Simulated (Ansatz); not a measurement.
Computed paths: interstitial Cu in silicon strained by -1.5 % along x and y, z held, charge state +1

System: interstitial Cu in silicon strained by -1.5 % along x and y, z held (charge state +1). Method: PBE, PAW (plane waves to 420 eV; Ansatz, an electronic-structure program).

Settings: 64 host sites, the strained lattice (strain from the relaxed PBE one, atoms relaxed), a 2×2×2 k-point mesh shifted by half a step, smearing 0.01 eV, spin-restricted, no image-charge correction. Energies are static. The charge state is imposed; whether it is stable for some Fermi level was not computed. Sites that were not tried may lie lower.

Barriers: single points on a 3×3×3 k-point mesh shifted by half a step at the bands' geometries.

```csv
Route,Start site over the lowest site run (eV),Hop (Å),Forward barrier (eV),Backward barrier (eV),Neighbours at the start,Neighbours at the saddle,Saddle order,"Forward, on the band's own sampling (eV)"
one Cu atom jumps by itself,0.00,2.34,0.17,0.17,"4 Si at 2.42, 4 Si at 2.71, Si at 2.75, Si at 2.76 Å","4 Si at 2.35, 2 Si at 2.36 Å","not checked, on a symmetry element",0.17
```

Paths come from nudged elastic bands with a climbing image.  A band can be held on a symmetry element, so unchecked saddle points there may be too high.

The whole set of runs took around 2.9 core-hours (rough).
